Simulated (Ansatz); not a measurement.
Consider IrO₂ in the rutile structure (space group P4_2/mnm, No. 136).

```
IrO2
1.0
    4.47186     0.00000     0.00000
    0.00000     4.47186     0.00000
    0.00000     0.00000     3.15377
Ir O
2 4
Direct
  0.00000   0.00000   0.00000
  0.50000   0.50000   0.50000
  0.30880   0.30880   0.00000
  0.80880   0.19120   0.50000
  0.19120   0.80880   0.50000
  0.69120   0.69120   0.00000
```

The other end (x = 1) is OsO₂ in the rutile structure (space group P4_2/mnm, No. 136; a model cell): 10.52 Å³/atom, gap zero.

Level of theory: PBEsol, PAW, 420 eV (Ansatz, a first-principles code; no SOC), earlier PAW set.

Os replaces a fraction x of Ir; each row is one arrangement (x, atoms in the cell, starting space group or random), fully relaxed.

One change was made to it. Results:

```tsv
quantity	base	after
deviation of the volume from the linear (Vegard-type) interpolation	–	+0.1 %
shortest interatomic distance	1.953 Å	1.925 Å
mixing energy (to 0.01 eV only: unlike meshes or grids)	–	-0.02 eV/atom
```

Q: Which of these changes matches the shifts?
A) x(Os) = 0.75, 12 atoms, C2/m
B) x(Os) = 0.5, 12 atoms, I4_1md
C) x(Os) = 0.25, 12 atoms, Cmmm

A: C, x(Os) = 0.25, 12 atoms, Cmmm. For comparison, the shortest interatomic distance in the other runs: x(Os) = 0.75, 12 atoms, C2/m gives 1.935 Å; x(Os) = 0.5, 12 atoms, I4_1md gives 1.940 Å.

Each cell is one ordered arrangement of few atoms, which overstates ordering effects compared with a random alloy. No phonon test of stability was made. No Hubbard U is applied, and correlation can decide whether such a compound is a metal. The final runs are not spin-polarised. An odd electron count without spin: Ir3OsO8 and IrOs3O8.
